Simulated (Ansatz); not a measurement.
Electronic density of states of amorphous Zr₂₀O₄₁K₂, density 5.24 g/cm³, on a 2×2×2 Γ-centred mesh with a Gaussian width of 0.1 eV; energies count from the Fermi level, whose place inside the gap is arbitrary. Cell and mesh are small, so fine structure isn't converged. Calculation: PBE, scalar-relativistic without spin-orbit coupling (plane waves to 420 eV, PAW; Ansatz, a quantum-chemistry and plane-wave program). Sampling: a 2×2×2 Γ-centred mesh; Fermi-Dirac width 0.02 eV; no spin polarisation. At PBE the levels at the filled edge of the gap are localised (band-tail or defect states).

It comes from a melt-quench run on a machine-learned potential (CHGNet), relaxed afterwards by DFT. O atoms were pushed apart under 1.9 Å during the dynamics, to hinder bonds among them. The hot cell started wider than the set density and was brought back towards it in steps. It is the lowest in DFT energy of 2 quenches. It is a model cell: composition and starting density were chosen by hand, and all elements were melted together. No dispersion term was used. Its density started from a set value of 5.07 and ended at 5.24 g/cm³. The quench (nominally 380 K/ps over its main leg) was far faster than any real one, so the model tends to hold more defects than a real film. Values belong to this one cell and scatter from quench to quench. Volume and shape were free in the relaxation.

(E - EF (eV), states/(eV atom)): (-12.00, 0.00); (-11.90, 0.00); (-11.80, 0.00); (-11.70, 0.00); (-11.60, 0.00); (-11.50, 0.00); (-11.40, 0.00); (-11.30, 0.00); (-11.20, 0.00); (-11.10, 0.00); (-11.00, 0.00); (-10.90, 0.00); (-10.80, 0.00); (-10.70, 0.00); (-10.60, 0.00); (-10.50, 0.00); (-10.40, 0.00); (-10.30, 0.00); (-10.20, 0.00); (-10.10, 0.00); (-10.00, 0.00); (-9.90, 0.00); (-9.80, 0.00); (-9.70, 0.00); (-9.60, 0.00); (-9.50, 0.00); (-9.40, 0.00); (-9.30, 0.00); (-9.20, 0.00); (-9.10, 0.00); (-9.00, 0.00); (-8.90, 0.00); (-8.80, 0.00); (-8.70, 0.00); (-8.60, 0.00); (-8.50, 0.00); (-8.40, 0.00); (-8.30, 0.00); (-8.20, 0.00); (-8.10, 0.00); (-8.00, 0.00); (-7.90, 0.00); (-7.80, 0.00); (-7.70, 0.00); (-7.60, 0.00); (-7.50, 0.00); (-7.40, 0.00); (-7.30, 0.00); (-7.20, 0.00); (-7.10, 0.00); (-7.00, 0.00); (-6.90, 0.00); (-6.80, 0.01); (-6.70, 0.11); (-6.60, 0.31); (-6.50, 0.34); (-6.40, 0.32); (-6.30, 0.46); (-6.20, 0.59); (-6.10, 0.69); (-6.00, 0.80); (-5.90, 0.86); (-5.80, 0.84); (-5.70, 0.80); (-5.60, 0.83); (-5.50, 0.86); (-5.40, 0.85); (-5.30, 0.87); (-5.20, 0.87); (-5.10, 0.87); (-5.00, 0.85); (-4.90, 0.86); (-4.80, 0.89); (-4.70, 0.85); (-4.60, 0.80); (-4.50, 0.84); (-4.40, 0.90); (-4.30, 0.87); (-4.20, 0.82); (-4.10, 0.83); (-4.00, 0.90); (-3.90, 0.98); (-3.80, 0.97); (-3.70, 0.95); (-3.60, 0.93); (-3.50, 0.91); (-3.40, 0.91); (-3.30, 0.94); (-3.20, 0.97); (-3.10, 0.98); (-3.00, 1.02); (-2.90, 0.99); (-2.80, 0.88); (-2.70, 0.87); (-2.60, 0.85); (-2.50, 0.85); (-2.40, 0.86); (-2.30, 0.74); (-2.20, 0.62); (-2.10, 0.64); (-2.00, 0.64); (-1.90, 0.42); (-1.80, 0.21); (-1.70, 0.15); (-1.60, 0.05); (-1.50, 0.00); (-1.40, 0.00); (-1.30, 0.00); (-1.20, 0.00); (-1.10, 0.00); (-1.00, 0.00); (-0.90, 0.00); (-0.80, 0.00); (-0.70, 0.00); (-0.60, 0.00); (-0.50, 0.00); (-0.40, 0.00); (-0.30, 0.00); (-0.20, 0.00); (-0.10, 0.00); (0.00, 0.00); (0.10, 0.00); (0.20, 0.00); (0.30, 0.00); (0.40, 0.00); (0.50, 0.00); (0.60, 0.00); (0.70, 0.00); (0.80, 0.00); (0.90, 0.00); (1.00, 0.00); (1.10, 0.00); (1.20, 0.00); (1.30, 0.00); (1.40, 0.00); (1.50, 0.00); (1.60, 0.05); (1.70, 0.19); (1.80, 0.33); (1.90, 0.36); (2.00, 0.37); (2.10, 0.42); (2.20, 0.55); (2.30, 0.58); (2.40, 0.56); (2.50, 0.60); (2.60, 0.65); (2.70, 0.71); (2.80, 0.76); (2.90, 0.79); (3.00, 0.78); (3.10, 0.80); (3.20, 0.81); (3.30, 0.73); (3.40, 0.70)

The level gap on this mesh is 3.33 eV; the broadening fills part of it in the curve.
